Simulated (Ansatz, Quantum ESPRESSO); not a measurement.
## MoRu (P-6m2, 2 atoms in the cell) computed with different codes at matched settings

Self-consistent single point.

```
MoRu
1.0
    2.80380     0.00000     0.00000
   -1.40190     2.42816     0.00000
    0.00000     0.00000     4.50612
Mo Ru
1 1
Direct
  0.66667   0.33333   0.00000
  0.33333   0.66667   0.50000
```

Shared settings, as Ansatz (a first-principles code) writes them: kpoints.mp_grid.grid = 13 13 7; magnetization.spin_orbit = true; scf.occupations.method = fermi_dirac; scf.occupations.width = 0.1 eV. Potentials and cutoffs stand in the table.

| code | model | pressure (GPa) | cutoff |
|---|---|---|---|
| Quantum ESPRESSO | LDA (PZ), spin-orbit coupling, PSlibrary fully relativistic PAW (LDA) pseudopotentials | -23.11 | 60 Ry |
| Ansatz | LDA (PW92) with spin-orbit coupling, PAW files made with PBE | -22.71 | default |

The spread over the programs that give each value: pressure within 0.40 GPa.

Ansatz's pressure is given at a fixed set of plane waves, as the other plane-wave codes print theirs; with its correction for the finite basis it is -22.57 GPa. The same LDA comes in different parametrisations, which differ slightly.

The starting cell comes from a database of computed structures (which also holds hypothetical and non-ambient phases and stackings), without a prior relaxation at this level. Its lattice was rescaled by a random factor within 2.5 % of one.

Left out of this page: Elk and FLEUR (not drawn, or without a comparable value).

Keys are those of Ansatz 0.2.
